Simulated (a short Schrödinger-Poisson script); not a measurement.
System: MOS inversion layer, Al2O3 on p-type Si(100), at 300 K.

| layer | material | thickness (nm) | Na (cm⁻³) |
|---|---|---|---|
| 1 | Al2O3 | 1.7 | - |
| 2 | Si | 740 | 3.4e17 |

Constants are typed, rounded textbook-type inputs, not results; the design itself was drawn at random and stands for no fabricated device. Al2O3: permittivity 9, conduction-band edge (eV) 2.7, gap (eV) 6.8, electron mass (mₑ) 0.3. Si: permittivity 11.7, conduction-band edge (eV) 0, gap (eV) 1.124, Nv at 300 K (cm⁻³) 3.1e19.

Channel valleys (confinement mass, in-plane density-of-states mass, number): Δ2 0.916, 0.19, 2; Δ4 0.19, 0.417, 4. At the gate the conduction-band edge of layer 1 lies 3.07 eV − eVg above the Fermi level of the channel; the field vanishes at the back. Gaps are held at their typed values at every temperature. Mesh 0.03 nm at interfaces.

Solved with a short Schrödinger-Poisson script written for these runs: 1D Poisson equation in equilibrium, electrons quantum, Hartree (BenDaniel-Duke, 12 states a valley, the channel's in-plane mass for all, wave functions free to enter the dielectric), parabolic valleys, classical holes, full ionisation, no traps, pinning or gate leakage.

The same stack at other levels of the model or other numerical settings:

```csv
run,sheet density of all electrons at Vg = 1.15 V (cm⁻²),sheet density of all electrons at Vg = 0.55 V (cm⁻²),capacitance at Vg = 1.15 V (μF/cm²),centroid of the channel electrons at Vg = 1.15 V (nm),rough cost against the base
base,1.21e13,1.32e12,3.22,1.34,about 1
"electrons treated as classical, Boltzmann",[?],2.66e12,4.32,0.33,0.03
"electrons treated as classical, Fermi-Dirac",1.58e13,2.50e12,3.76,[?],0.2
mesh six times as coarse,1.21e13,1.32e12,3.21,1.34,0.3
one subband a valley,1.21e13,1.30e12,3.22,[?],0.5
```

Some entries are withheld; supply them.


- electrons treated as classical, Boltzmann, sheet density of all electrons at Vg = 1.15 V (cm⁻²): 1.78e13
- one subband a valley, centroid of the channel electrons at Vg = 1.15 V (nm): 1.31
- electrons treated as classical, Fermi-Dirac, centroid of the channel electrons at Vg = 1.15 V (nm): 0.57

The classical rows ignore confinement, and Boltzmann statistics overrate the density once the band edge passes the Fermi level.
